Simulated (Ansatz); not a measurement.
Consider the following.

```
BP
1.0
    0.00000     2.24007     2.24007
    2.24007     0.00000     2.24007
    2.24007     2.24007     0.00000
B P
1 1
Cartesian
  0.00000   0.00000   0.00000
  1.12003   1.12003   1.12003
```

No spin polarisation.

Method: PBE/PAW in Ansatz (a quantum-chemistry and plane-wave program), no SOC. Settings: 12×12×12 k-points, 0.05 eV Fermi–Dirac smearing.

Question: Predict the pressure, band gap, smallest direct gap and electron mass.

Answer: 
- Pressure = 8.01 GPa
- Band gap = 1.18 eV
- Smallest direct gap = 3.46 eV
- Electron mass = 1.4 mₑ along k, 0.23 mₑ across (off the special points)

The cells carry an imposed strain or load. Masses are band curvatures over ±0.01 Å⁻¹ around the edge. Along k means along the line from Γ to the band edge. Whether these cells are dynamically stable was not tested. The cell was made from BP in the zinc blende structure (space group F-43m, No. 216) by this change: isotropic strain −1.50 %.
